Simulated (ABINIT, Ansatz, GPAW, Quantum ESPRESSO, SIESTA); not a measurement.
# SnTe (Fm-3m, 2 atoms in the cell) computed with different codes at matched settings

Self-consistent single point.

```yaml
crystal:
  lattice:
    - [0.00000, 3.12401, 3.12401]
    - [3.12401, 0.00000, 3.12401]
    - [3.12401, 3.12401, 0.00000]
  atoms:
    - { symbol: Sn, position: [0.00000, 0.00000, 0.00000] }
    - { symbol: Te, position: [0.50000, 0.50000, 0.50000] }
```

Shared settings, as Ansatz (an electronic-structure program) writes them: kpoints.mp_grid.grid = 7 7 7; scf.occupations.method = gaussian; scf.occupations.width = 0.01 Ry. Potentials and cutoffs stand in the table.

```json
[
 {"code": "GPAW", "model": "PBE, GPAW PAW datasets PBE (gpaw-data 1.0.1)", "pressure (GPa)": "3.27", "cutoff": "600 eV"},
 {"code": "Ansatz", "model": "PBE, default PAW files", "pressure (GPa)": "3.54", "cutoff": "30.9 Ry"},
 {"code": "SIESTA", "model": "GGA PBE, numerical atomic orbitals DZP, PseudoDojo PBE standard norm-conserving potentials (rewritten from UPF to PSML)", "pressure (GPa)": "4.64", "cutoff": "grid 400 Ry"},
 {"code": "Quantum ESPRESSO", "model": "PBE, SSSP 1.1.2 efficiency (PBE) pseudopotentials", "pressure (GPa)": "3.46", "cutoff": "40 Ry"},
 {"code": "ABINIT", "model": "PBE, norm-conserving pseudopotentials (PseudoDojo nc-sr-05 PBE standard)", "pressure (GPa)": "3.49", "cutoff": "41 Ha"}
]
```

On Ansatz's run: spin-orbit coupling is off.

The spread over the programs that give each value: pressure within 1.37 GPa.

SIESTA uses small atom-centred bases, whose incompleteness enters pressures, forces and empty levels differently from a plane-wave cutoff. Ansatz's pressure is given at a fixed set of plane waves, as the other plane-wave codes print theirs; with its correction for the finite basis it is 3.58 GPa. In the pressure, SIESTA (by 1.16) lies more than 1 GPa from the median of the plane-wave programs.

This mesh misses zone-boundary points where a band edge of such crystals can lie, so no gaps are given.

On the base mesh (6 6 6) the same programs gave: Ansatz pressure 3.64 GPa; Quantum ESPRESSO pressure 3.54 GPa; ABINIT pressure 3.59 GPa; GPAW pressure 3.37 GPa; SIESTA pressure 4.69 GPa.

The starting cell comes from a database of computed structures (which also holds hypothetical and non-ambient phases and stackings), without a prior relaxation at this level. Its lattice was rescaled by a random factor within 2.5 % of one.

Left out of this page: CP2K (on another mesh); Elk and FLEUR (not drawn, or without a comparable value).

Keys are those of Ansatz 0.2.
